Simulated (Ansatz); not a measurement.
Take Al2Au (space group Fm-3m, No. 225; a = 6.003 Å; relaxed with 0.1 eV smearing) as the base. Axes: x, y, z lie along the cube axes.

The values are results of Ansatz (an electronic-structure program) PBEsol, no SOC, not measurements.

One thing is altered: a pure shear with ε_xy = ε_yx = 0.0114; the atoms relax in the strained cell.

**Question.** Predict the stress tensor and what it implies for the stiffness.

**Answer.** Stress of the strained cell less that of the base (GPa, compression positive):
```
    0.0    -1.2     0.0
   -1.2     0.0     0.0
    0.0     0.0     0.1
```

Then −Δσ/γ with γ = 2ε = 0.0228 gives relaxed-ion elastic constants: C66 ≈ 53 GPa.

Whether these cells are dynamically stable was not tested.
